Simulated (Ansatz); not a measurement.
We consider rutile ZnF₂, described by PBE (plane waves, PAW; Ansatz, an electronic-structure program).

Total energies, extrapolated to zero smearing (they compare only within this program, potentials and cutoff; free atoms with spin allowed, lowest state found):

| system | energy (eV/atom) |
|---|---|
| rutile ZnF₂, relaxed | -1645.7039 |
| free Zn atom | -3317.9243 |
| free F atom | -804.4392 |

### Question
Work out the cohesive energy per atom.

### Answer
E_coh = [1 × (-3317.9243) + 2 × (-804.4392)]/3 − (-1645.7039) = 3.44 eV/atom. The reference value is 3.66 ± 0.03 eV/atom (derived here from tabulated measurements, copied from a table, unchecked, brought to a static lattice with a Debye model, atoms in their spin–orbit ground levels; inputs from the CRC Handbook), a difference of -0.22 eV/atom.

The PAW data were made under PBE.
